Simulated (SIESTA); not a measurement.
SIESTA 5.4.2, DFT, PBE, numerical atomic orbitals DZP, PseudoDojo PBE standard norm-conserving (rewritten from UPF to PSML): SiNi3 (from the phase in space group 221, mp-828), 4 atoms, spin-polarised from a ferromagnetic start (2 μB on Ni), ending non-magnetic. Basis and mesh were picked for this test and aren't claimed converged.

```
Quantity                                            Value
------------------------  -------------------------------
cell                      3.46, 3.46, 3.46 Å; 90, 90, 90°
task                                                  scf
k mesh                                              4×4×4
PAO.BasisSize                                         DZP
PAO.EnergyShift                                   0.01 Ry
MeshCutoff                                         300 Ry
ElectronicTemperature                               300 K
MaxSCFIterations                                      200
SCF.DM.Tolerance                                   0.0001
Spin                                            polarized
Diag.ParallelOverK                                   true
SolutionMethod                           diagon (default)
Diag.Algorithm               Divide-and-Conquer (default)
SCF.Mix                             Hamiltonian (default)
SCF.H.Tolerance                        0.001 eV (default)
k-points (for each spin)                               44
basis orbitals                                         70
electrons                                              58
real-space mesh                                  40×40×40
```

One run each.

All on 2 ranks. Base settings, kept where nothing else is said: SCF.Mixer.Method = Pulay, SCF.Mixer.Weight = 0.25, SCF.Mixer.History = 6, SCF.Mix.Spin = all (default), SCF.Mixer.Variant = stable (default), SCF.Mix.First = true (default). The settings tried:
- the base settings
- SCF.Mix.Spin = sum
- SCF.Mixer.Weight = 0.5
- SCF.Mixer.Method = Broyden, SCF.Mixer.Variant = not set
- SCF.Mix.First = false
- SCF.Mixer.Weight = 0.35
- SCF.Mixer.Variant = original+SVD
- SCF.Mixer.Weight = 0.01
- SCF.Mixer.History = 10
- SCF.Mixer.History = 2
- SCF.Mixer.History = 20
- SCF.Mix.Spin = sum+diff

Predict which of these converge in the fewest SCF iterations.

Fewest SCF iterations, with those close behind: SCF.Mixer.Weight = 0.5 (13); SCF.Mixer.Weight = 0.35 (15). Most among those that reach the base run's result: SCF.Mix.Spin = sum (49); SCF.Mixer.History = 2 (48). All converged. Converged, but to another result than the base run: SCF.Mixer.History = 20 (off by energy 0.042 meV/atom, pressure under 0.001 GPa, site moments 0.036 μB); SCF.Mixer.History = 10 (off by energy 0.042 meV/atom, pressure under 0.001 GPa, site moments 0.035 μB).

```json
[
 {"setting": "SCF.Mixer.Weight = 0.5", "SCF iterations": "13", "end": "converged"},
 {"setting": "SCF.Mixer.Weight = 0.35", "SCF iterations": "15", "end": "converged"},
 {"setting": "SCF.Mixer.Variant = original+SVD", "SCF iterations": "19", "end": "converged"},
 {"setting": "SCF.Mix.First = false", "SCF iterations": "19", "end": "converged"},
 {"setting": "the base settings", "SCF iterations": "20", "end": "converged"},
 {"setting": "SCF.Mix.Spin = sum+diff", "SCF iterations": "20", "end": "converged"},
 {"setting": "SCF.Mixer.History = 10", "SCF iterations": "22", "end": "other result"},
 {"setting": "SCF.Mixer.History = 20", "SCF iterations": "33", "end": "other result"},
 {"setting": "SCF.Mixer.Method = Broyden, SCF.Mixer.Variant = not set", "SCF iterations": "42", "end": "converged"},
 {"setting": "SCF.Mixer.Weight = 0.01", "SCF iterations": "43", "end": "converged"},
 {"setting": "SCF.Mixer.History = 2", "SCF iterations": "48", "end": "converged"},
 {"setting": "SCF.Mix.Spin = sum", "SCF iterations": "49", "end": "converged"}
]
```
